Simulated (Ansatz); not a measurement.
Take Ta in the bcc (W type) structure (space group Im-3m, No. 229; a = 3.320 Å) as the base.

(Cell as relaxed with PBE.)

Levels (all Ansatz, a program for electronic structure, PAW): PBE (420 eV, no SOC); r2SCAN (500 eV, no SOC).

Each level relaxes its own structure.

```csv
base,PBE,r2SCAN
volume per atom,18.29 Å³,18.05 Å³
lattice parameter a,3.320 Å,3.305 Å
band gap,zero,zero
```

Modification: V replaces 75.0 % of the Ta, ordered in a cell of 4 atoms (starting symmetry Fm-3m) and fully relaxed.

```csv
quantity,PBE,r2SCAN
volume per atom,14.73 Å³,14.51 Å³
mixing energy (to 0.01 eV only: unlike meshes or grids),+0.05 eV/atom,+0.05 eV/atom
band gap,zero,zero
```

PBE's volume per atom lies 0.22 Å³ above r2SCAN's (1.5 %); the two agree on the mixing energy and band gap. Neither level is exact; r2SCAN is the comparison here, not a measurement.

These are small ordered cells, not random alloys; other orderings at the same x differ. No phonon test of stability was made. Seeded moments were not kept for x(V) = 0.75, 4 atoms, Fm-3m and Ta → V. The final runs are not spin-polarised.
